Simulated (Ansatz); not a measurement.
An Ansatz (a first-principles code) run: Ta with a change (tensor shear ε_xy = +0.29 %); Kohn–Sham DFT with the PBEsol functional, run in Ansatz with PAW and 420 eV plane waves, no SOC.

Input:

Ansatz 0.2 input:
```yaml
crystal:
  lattice:
    - [-1.6363887829, 1.6363887829, 1.6411481124]
    - [1.6363887829, -1.6363887829, 1.6411481124]
    - [1.6459074419, 1.6459074419, -1.6411481124]
  atoms:
    - { symbol: Ta, position: [0, 0, 0] }
basis: { ecutwfc: 420, ecutrho_ratio: 4, xc_grid: 2, fft_grid_basis: typed }
kpoints: { mp_grid: { grid: [28, 28, 28] } }
hamiltonian:
  xc: pbesol
  dispersion: none
  pseudopotentials: { kind: paw }
scf: { occupations: { method: fermi_dirac, width: 0.1 }, convergence: { dr2_threshold: 0.0000000001 } }
relax: { f_tol: 0.005, max_steps: 50 }
output: { forces: true, stress: true }
checkpoint: { write: state.ck, write_every: 1000 }
```

Output:

```
Relaxation: its limit of steps is 50 (relax.max_steps)
WARN ansatz: RAYON_NUM_THREADS=1 ignored (pool sized by the plan → 1); use --threads N
Pseudopotentials: kind: paw
Pseudopotential: Ta, paw, valence charge 13
Functional definition: PBEsol
Crystal: 1 atoms, lattice volume = 17.681 Å³
Basis set: ecut = 420 eV, 361 PW (Γ), exchange–correlation on 40×40×40 points (8 copies of the dense FFT grid, shifted against one another)
Bands: 11, of which v1, the nominal top of the filled ones, is band 7 counted from 1 (6 counted from 0)
Symmetry: 8 space group operations
Space group: Fmmm (ITA 69), of the structure as read, at distance tolerance 2.6e-5 Å
k-points: 3060 of 21952
PAW frozen core: Ta, regenerated for the run's functional, and the local potential with it
Initial density: superposition of atomic densities (neutral atoms: chi_scale 0, normalization atom), corrected by the library's trained network
Initial wavefunctions: pseudopotential atomic-orbital guess
Eigensolver: davidson
Functional: x = pbesol(κ = 0.804, μ = 0.12345679012345678), c = pbesol(β = 0.046)
SCF iter   1: F=—  HF=-9806.520356 eV  |F-HF|=—  |Δ(HF+E_count)|=         —  Δρ=2.22e-3  dr2=2.34e-4  ethr=1.77e-3  ⟨swp⟩=5.2  Hψ=189429  notcnv=0
all-band conjugate gradients solve this SCF's bands
preconditioner: auto → none
SCF iter   2: F=—  HF=-9806.520115 eV  |F-HF|=—  |Δ(HF+E_count)|=   2.41e-4  Δρ=1.03e-3  dr2=4.59e-5  ethr=1.80e-6  ⟨swp⟩=2.1  Hψ=73455  notcnv=0
SCF iter   3: F=—  HF=-9806.520153 eV  |F-HF|=—  |Δ(HF+E_count)|=   3.85e-5  Δρ=1.48e-4  dr2=1.17e-6  ethr=3.53e-7  ⟨swp⟩=1.1  Hψ=34139  notcnv=0
SCF iter   4: F=—  HF=-9806.520153 eV  |F-HF|=—  |Δ(HF+E_count)|=   3.81e-7  Δρ=3.11e-5  dr2=6.28e-8  ethr=9.00e-9  ⟨swp⟩=2.3  Hψ=50509  notcnv=0
SCF iter   5: F=—  HF=-9806.520153 eV  |F-HF|=—  |Δ(HF+E_count)|=   1.92e-8  Δρ=1.42e-5  dr2=9.07e-9  ethr=4.83e-10  ⟨swp⟩=2.2  Hψ=40505  notcnv=0
SCF iter   6: F=—  HF=-9806.520153 eV  |F-HF|=—  |Δ(HF+E_count)|=   3.36e-9  Δρ=1.85e-6  dr2=2.71e-10  ethr=6.98e-11  ⟨swp⟩=2.4  Hψ=50350  notcnv=0
SCF iter   7: F=-9806.520153 eV  HF=-9806.520153 eV  |F-HF|=9.09e-12  |Δ(HF+E_count)|=  9.28e-11  Δρ=4.14e-7  dr2=8.93e-12  ethr=1.00e-12  ⟨swp⟩=4.1  Hψ=95477  notcnv=0
SCF 1 converged in 7 iterations: F = -9806.520153 eV  dr2 = 8.93e-12
relax step   1: F+E_penalty+E_count = -9806.52015291 eV  Δ(F+E_penalty+E_count) = +0.000e0 eV  max|allowed force component| = 0.000e0 eV/Å  Δτ_max = 0.0000 Å  (7 SCF iters, accepted)
SCF converged after 7 iterations
Free energy (F): -9806.520153 eV
Harris-Foulkes:  -9806.520153 eV  (|F-HF|=9.09e-12)
Internal energy: -9806.477349 eV  (E = F + TS)
E sigma→0 (E₀):  -9806.498751 eV
Entropy (-TS):   -0.042804 eV (-42.804 meV/atom)
Fermi energy:    18.872772 eV
--- Per-component energies (eV) ---
  E_band       = -99.929577
  E_kinetic    = 366.727660
  E_local      = -539.500137  (includes V_loc(G=0)·N_el)
  E_nonlocal   = 17.776638
  E_hartree    = 187.222055
  E_xc         = -217.153055
  E_vxc        = -204.033938  (∫ρ·V_xc dr)
  E_paw        = -8272.675989  (= ΣΔE_a)
  E_vpaw       = -115.344039  (= ΣTr[D̂ρ^β])
  E_aug_tail   = 0.000141  (compensation charges beyond the density's cutoff)
  E_ewald      = -1349.088308
  E_core_change = 0.213646  (= ΣΔE_core)
  E_smearing   = -0.042804  (= −TS)
  E_closure    = 0.000000  (closes the sum)
  Σ components = -9806.520153   (vs F -9806.520153, Δ=0.00e0)
  [band-id]    e_kinetic+e_local+e_nonlocal+2·e_hartree+e_vxc+e_vpaw+e_augmentation_tail = -99.929565   (vs E_band -99.929577, Δ=1.22e-5)
--- Forces (eV/Å), atoms counted from 1 ---
  atom   1  Ta     0.00000000    -0.00000000     0.00000000
  max |Σ_I F_I| component: 3.08e-33 eV/Å
--- Stress (GPa, compression-positive) ---
        0.002837      -0.428756       0.000000
       -0.428756       0.002837      -0.000000
        0.000000      -0.000000       0.006455
  P = ⅓ Tr σ = 0.0040 GPa (0.040 kbar)
  The stress holds the Pulay correction. Without it, at fixed plane waves, as pw.x and ABINIT print it: P = -0.0496 GPa
  The stress includes an estimate of the error left by incomplete SCF convergence (largest component -0.0002 GPa).
--- Band table ---
  band table: none
--- Relaxed structure (1 steps of the walk, 1 accepted, 0 SCFs on fresh bases) ---
  F+E_penalty+E_count = -9806.52015291 eV   max|allowed force component| = 0.000e0 eV/Å
  atoms:
    - { symbol: Ta, position: [0.0, 0.0, 0.0] }
```

The cells carry an imposed strain or load. Stability against distortions was not tested. The final runs are not spin-polarised. The cell was made from Ta in the bcc (W type) structure (space group Im-3m, No. 229) by this change: tensor shear ε_xy = +0.29 %.
